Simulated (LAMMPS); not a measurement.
Molecular dynamics of CdTe (zinc blende), 216 atoms, at 200 K and 0 GPa, heated as the crystal.

Method: classical MD, pair style bop, file CdZnTe_v2.bop.table (LAMMPS).

```tsv
angle (°)	probability per degree, Te-Cd-Te	probability per degree, Cd-Te-Cd
97.50	0.0000	0.0000
100.5	0.0015	0.0017
103.5	0.0187	0.0200
106.5	0.0834	0.0814
109.5	0.1331	0.1351
112.5	0.0781	0.0777
115.5	0.0170	0.0159
118.5	0.0015	0.0015
121.5	0.0000	0.0001
124.5	0.0000	0.0000
```

The data show:
- state found: crystal; no diffusion seen in 15 ps
- most common Te-Cd-Te angle: in the 3° bin centred on 109.5° (mean of all 109°)
- most common Cd-Te-Cd angle: in the 3° bin centred on 109.5° (mean of all 109°)
